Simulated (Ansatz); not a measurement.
We consider Bi2Te3 (model structure, started from the A-La2O3 type, P-3m1, No. 164, 5 atoms in the cell), described by r²SCAN+SOC (PAW; Ansatz, a first-principles code).

Run with plane-wave cutoff 560 eV, 12×12×4 k mesh (along the axes of the cell as run), Fermi–Dirac smearing 0.01 eV, PAW data made under PBE.

Cell (relaxed with PBEsol):

Space group P-3m1 (No. 164); a = 4.3507 Å, b = 4.3507 Å, c = 10.5532 Å, α = 90.00°, β = 90.00°, γ = 120.00°

```
atom  site  symmetry       x       y       z
----  ----  --------  ------  ------  ------
Bi      2d       3m.  0.3333  0.6667  0.1921
Te      1a      -3m.  0.0000  0.0000  0.0000
Te      2d       3m.  0.6667  0.3333  0.3561
```

Question: Give the computed band gap, smallest direct gap on the k points sampled and Γ–Γ gap.

Answer: 
band gap: 0.14 eV (indirect)
smallest direct gap on the k points sampled: 0.23 eV
Γ–Γ gap: 0.26 eV

Note: the relaxation could raise the start's symmetry but not lower it, so the cell can be a saddle point; cell and atoms aren't relaxed at this level (largest force component 0.12 eV/Å, pressure 2.1 GPa).

Computed values are for the static lattice.

Computing time: very roughly 28 core-minutes.

A model structure was made by putting elements into a prototype or built by hand; it is no filed structure, need not be a known phase, and can be a saddle point held by its symmetry.
